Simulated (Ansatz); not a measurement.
We consider Y (Fm-3m, No. 225, 1 atoms in the cell; start mp-9; another form than the element's usual one), described by PBEsol (Ansatz, an electronic-structure program, plane waves, PAW).

Numerical settings: plane-wave cutoff 520 eV, 18×18×18 k mesh, Fermi–Dirac smearing 0.05 eV, scalar-relativistic PAW data made under PBE.

Cell (relaxed at this level):

```yaml
crystal:
  lattice:
    - [0.00000, 2.48852, 2.48852]
    - [2.48852, 0.00000, 2.48852]
    - [2.48852, 2.48852, 0.00000]
  atoms:
    - { symbol: Y, position: [0.00000, 0.00000, 0.00000] }
```

Q: Estimate the bulk modulus that the calculation returns.

A: 
- bulk modulus = 41.9 GPa

The run finds no gap.

Note: the bulk modulus is −V dP/dV from two relaxed cells at ±2 % in volume; the relaxation could not lower the start's symmetry, so the cell can be a saddle point above a distorted one.

The computed numbers hold no vibrational or temperature effects.

A start named mp-… is a Materials Project structure, which need not be a measured phase.
